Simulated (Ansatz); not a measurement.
Consider the following.

```
CdGeAs2
1.0
   -2.97099     2.97099     5.48629
    2.97099    -2.97099     5.48629
    2.97099     2.97099    -5.48629
Cd Ge As
2 2 4
Direct
  0.00000   0.00000   0.00000
  0.75000   0.25000   0.50000
  0.50000   0.50000   0.00000
  0.25000   0.75000   0.50000
  0.87500   0.84941   0.47441
  0.15059   0.62500   0.02559
  0.37500   0.40059   0.52559
  0.59941   0.12500   0.97441
```

No spin polarisation.

The values are results of PBEsol (Ansatz, a first-principles code; PAW; 420 eV plane waves; no spin-orbit coupling), not measurements. Γ-centred 8×8×8 mesh, Fermi–Dirac width 0.05 eV.

### Question
Predict the stress and space group.

### Answer
The stress (xx, yy, zz, yz, xz, xy; compression positive) is (1.62, 1.62, 2.49, 0.00, 0.00, 0.00) GPa. The space group comes out as I-42d (No. 122).

The cells carry an imposed strain or load. Whether these cells are dynamically stable was not tested. The cell was made from CdGeAs₂ in the chalcopyrite structure (space group I-42d, No. 122) by this change: uniaxial strain ε_zz = −3.00 %.
